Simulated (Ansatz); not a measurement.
Sn on the 1x1 (110) surface of bcc Nb, one in a 2x2 cell, energies for each (31.0 Å²). Energies are against an atom of beta tin, without zero-point or thermal terms; each row is named by its start.

Computed with PBE (plane waves to 420 eV, PAW; Ansatz, a quantum-chemistry and plane-wave program).

Problem. Which site binds most strongly?
(A) top Nb
(B) bridge Nb-Nb (span 3.3 Å)
(C) bridge Nb-Nb (span 2.9 Å)

Solution. B, bridge Nb-Nb (span 3.3 Å). Adsorption energies: bridge Nb-Nb (span 3.3 Å) -0.70 eV; bridge Nb-Nb (span 2.9 Å) -0.42 eV; top Nb -0.23 eV.
